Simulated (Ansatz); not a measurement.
System: corundum In2O3 (high-pressure phase). Method: LDA (plane waves, PAW; Ansatz, a first-principles code).

Settings: plane-wave cutoff 500 eV, 8×8×8 k mesh, gaussian smearing 0.02 eV, scalar-relativistic PAW data made under PBE.

Cell (relaxed at this level):

```xyz
10
Lattice="5.0444 -2.7306 -0.0061 5.0444 2.7306 -0.0061 3.5717 0.0000 4.4883" Properties=species:S:1:pos:R:3 pbc="T T T"
In     4.8852     0.0000     1.6007
In     1.9450     0.0000     0.6373
In     8.7752     0.0000     2.8754
In    11.7154     0.0000     3.8388
O      8.4594     1.1169     1.1129
O      7.4219     0.8069     4.2793
O      8.0243    -1.9237     2.4410
O      5.2009    -1.1169     3.3632
O      6.2385    -0.8069     0.1968
O      5.6361     1.9237     2.0351
```

**Question.** Predict the band gap.

**Answer.** 
band gap: 1.30 eV (on the SCF k mesh)

Spin–orbit coupling is not included.

Computed values are for the static lattice.
